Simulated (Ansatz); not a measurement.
**Cd2SnO4 (Pbam, No. 55, 14 atoms in the cell; start mp-5966)**

Computed with PBEsol in Ansatz (plane waves, PAW).

Settings: plane-wave cutoff 500 eV, 8×4×12 k mesh (along the axes of the cell as run), gaussian smearing 0.02 eV, scalar-relativistic PAW data made under PBE.

Cell (relaxed at this level):

```
Cd2SnO4
1.0
    5.57090     0.00000     0.00000
    0.00000     9.92995     0.00000
    0.00000     0.00000     3.19915
Cd Sn O
4 2 8
Direct
  0.06037   0.32360   0.50000
  0.93963   0.67640   0.50000
  0.56037   0.17640   0.50000
  0.43963   0.82360   0.50000
  0.00000   0.00000   0.00000
  0.50000   0.50000   0.00000
  0.13493   0.80678   0.00000
  0.86507   0.19322   0.00000
  0.63493   0.69322   0.00000
  0.36507   0.30678   0.00000
  0.26298   0.53913   0.50000
  0.73702   0.46087   0.50000
  0.76298   0.96087   0.50000
  0.23702   0.03913   0.50000
```

band gap: 0.48 eV (on the SCF k mesh)

Note: the relaxation could not lower the start's symmetry, so the cell can be a saddle point above a distorted one.

Spin–orbit coupling is not included.

Cost on a shared machine: about 6 core-minutes (a rough figure).

A start named mp-… is a Materials Project structure, which need not be a measured phase.

Ansatz is a first-principles code.
